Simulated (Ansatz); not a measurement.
Where the default PAW files enter, the runs use the earlier of Ansatz's two default sets.

Crystal: CdS (P6_3mc, wurtzite, 4 atoms a cell, 25.5 Å³ an atom); both levels run on this one cell.

Complex bands along the normal of (001) by Ansatz (plane waves, PAW, no spin-orbit coupling). r2SCAN gives a gap of 1.62 eV and a slowest mid-gap decay of 0.124 1/Å.

Q: What does PBE give on the same cell, and what does that do to the current through 2 nm?

A: Gap 1.16 eV, κ = 0.096 1/Å. The mid-gap transmission through 2 nm changes by exp(2 × 20 × (0.124 − 0.096)) = a factor of 3.1 against r2SCAN.

Ansatz is a program for electronic structure.
